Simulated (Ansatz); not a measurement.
# MgF2 (space group Pa-3, No. 205; a cell from a computed database, its experimental status unchecked)

```cif
data_F8Mg4
_chemical_formula_sum 'Mg4 F8'
_space_group_name_H-M_alt 'Pa-3'
_space_group_IT_number 205
_space_group_name_Hall '-P 2ac 2ab 3'
_cell_length_a 4.95368
_cell_length_b 4.95368
_cell_length_c 4.95368
_cell_angle_alpha 90.000
_cell_angle_beta 90.000
_cell_angle_gamma 90.000
loop_
_atom_site_label
_atom_site_type_symbol
_atom_site_symmetry_multiplicity
_atom_site_Wyckoff_symbol
_atom_site_fract_x
_atom_site_fract_y
_atom_site_fract_z
_atom_site_occupancy
Mg1 Mg 4 a 0.00000 0.00000 0.00000 1
F1 F 8 c 0.34012 0.34012 0.34012 1
```

Level of theory: DFT with PBEsol, PAW potentials and a 420 eV plane-wave cutoff in Ansatz (a program for electronic structure), no SOC. Settings: 6×6×6 k-points, 0.05 eV Fermi–Dirac smearing.

```yaml
volume_per_atom: 10.13 Å³
density: 3.40 g/cm³
band_gap: 6.82 eV, direct at Γ
electron_mass: 0.50 mₑ
Lowest conduction-band minima above the VBM: Γ 6.82 eV
total_energy: -1172.595 eV/atom (σ→0; compares only within this code and set-up)
```

Effective masses come from finite differences of ±0.01 Å⁻¹. Stability against distortions was not tested.
